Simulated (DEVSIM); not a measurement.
Structure: Mo/Al2O3/SiO2/p-Si capacitor, at 300 K.

| layer (left to right) | material | thickness (nm) | Na (cm⁻³) |
|---|---|---|---|
| 1 | Al2O3 | 1.20 | - |
| 2 | SiO2 | 1.10 | - |
| 3 | Si | 610 | 8.9e17 |

Metal gate on the left, work function 4.6 eV. Fixed charge at the semiconductor interface -7.7e10 cm⁻² (in units of +e); no interface traps.

Constants are typed, rounded textbook-type inputs, not results; the design itself was drawn at random and stands for no fabricated device. Values at 300 K.

```
parameter      Al2O3  SiO2       Si
-------------  -----  ----  -------
gap (eV)         6.8     9    1.124
affinity (eV)   1.35   0.9     4.05
permittivity       9   3.9     11.7
Nc (cm⁻³)          -     -  2.86e19
Nv (cm⁻³)          -     -   3.1e19
```

DEVSIM, 1D Poisson equation in equilibrium, Boltzmann statistics, complete ionisation; no quantum confinement or tunnelling. Metal contacts follow the ideal Schottky-Mott rule: no Fermi-level pinning, no interface dipoles.

Question: Tabulate band edges, carrier densities and field at 0.3 V on the gate.

Answer: Energies count from the Fermi level of the right contact; mesh points crowd at the junctions.

| x (μm) | Ec (eV) | Ev (eV) | n (cm⁻³) | p (cm⁻³) | field (V/cm) |
|---|---|---|---|---|---|
| 0.000 | 2.950 | -3.850 | < 1e2 | < 1e2 | 530000 |
| 0.0005432 | 2.979 | -3.821 | < 1e2 | < 1e2 | 530000 |
| 0.0009880 | 3.002 | -3.798 | < 1e2 | < 1e2 | 530000 |
| 0.001586 | 3.511 | -5.489 | < 1e2 | < 1e2 | 1200000 |
| 0.002158 | 3.580 | -5.420 | < 1e2 | < 1e2 | 1200000 |
| 0.003004 | 0.474 | -0.650 | 3.1e11 | 3.7e8 | 380000 |
| 0.004453 | 0.528 | -0.596 | 3.9e10 | 3.0e9 | 360000 |
| 0.008597 | 0.666 | -0.458 | 1.8e8 | 6.4e11 | 310000 |
| 0.01484 | 0.831 | -0.293 | 320000 | 3.6e14 | 220000 |
| 0.02630 | 0.994 | -0.130 | 570 | 2.0e17 | 71000 |
| 0.04735 | 1.032 | -0.092 | 130 | 8.8e17 | 890 |
| 0.1051 | 1.032 | -0.092 | 130 | 8.9e17 | ≈ 0 |
| 0.1920 | 1.032 | -0.092 | 130 | 8.9e17 | ≈ 0 |
| 0.3460 | 1.032 | -0.092 | 130 | 8.9e17 | ≈ 0 |
| 0.4945 | 1.032 | -0.092 | 130 | 8.9e17 | ≈ 0 |
| 0.5487 | 1.032 | -0.092 | 130 | 8.9e17 | ≈ 0 |
| 0.5770 | 1.032 | -0.092 | 130 | 8.9e17 | ≈ 0 |
| 0.5936 | 1.032 | -0.092 | 130 | 8.9e17 | ≈ 0 |
| 0.6046 | 1.032 | -0.092 | 130 | 8.9e17 | ≈ 0 |
| 0.6087 | 1.032 | -0.092 | 130 | 8.9e17 | ≈ 0 |
| 0.6109 | 1.032 | -0.092 | 130 | 8.9e17 | ≈ 0 |
| 0.6123 | 1.032 | -0.092 | 130 | 8.9e17 | ≈ 0 |
